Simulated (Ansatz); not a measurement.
The starting structures come from a database of crystals and need not be the phases stable at ambient conditions.

Inside the gap of an insulator the Bloch states are evanescent, with a wavenumber k + iκ along the transport direction.

Given:

```xyz
11
Lattice="4.4980 0.0000 0.0000 -0.7533 5.1893 0.0000 0.7533 1.4115 4.9936" Properties=species:S:1:pos:R:3 pbc="T T T"
Mg     2.2490     2.0599     1.5584
Mg     2.2490     4.5409     3.4352
P      4.5006     2.2423     3.8955
P     -0.0026     4.3585     1.0981
O      3.6520     1.2630     3.1023
O      0.8460     5.3378     1.8913
O      0.8460     3.3289     0.3715
O      3.6520     3.2719     4.6221
O      0.0000     0.0000     0.0000
O      1.1365     2.8506     3.0914
O      3.3615     3.7502     1.9022
```

Space group of this cell: C2/m. The cell is taken as given; by r2SCAN its mean pressure is 1.5 GPa.

Transport runs along the normal of the first two printed cell vectors.

No gap correction and no spin-orbit coupling; mid-gap values are interpolated between computed energies.

### Question
Predict the band gap and the smallest decay constant κ at mid-gap from r2SCAN (Ansatz, a first-principles code).

### Answer
Gap 6.39 eV on a 8×6×6 mesh; κ = 0.473 1/Å, at the zone centre.
